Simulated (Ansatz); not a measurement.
Base system: TiC in the rock salt structure (space group Fm-3m, No. 225; a = 4.2934 Å; relaxed with 0.1 eV smearing). Axes: x, y, z lie along the cube axes.

All numbers come from Kohn–Sham DFT with the PBEsol functional, run in Ansatz (a program for electronic structure) with PAW and 420 eV plane waves, spin-orbit coupling left out.

The change: the cell is scaled by 1.0200 in all directions, atoms relaxed at fixed cell.

**Question.** Predict the stress tensor and what it implies for the stiffness.

**Answer.** Stress of the strained cell less that of the base (GPa, compression positive):
```
  -14.1     0.0     0.0
    0.0   -14.1     0.0
    0.0     0.0   -14.1
```

Then B = −ΔP/(ΔV/V₀) with ΔV/V₀ = 0.0612 gives secant stiffness values (nonlinear terms included at this strain): B ≈ 230 GPa.

As a check, the harmonic strain energy −½ V₀ Δσ:ε is 26 meV/atom; the computed energy rise is 28 meV/atom.

Stability against distortions was not tested. The final runs are not spin-polarised.
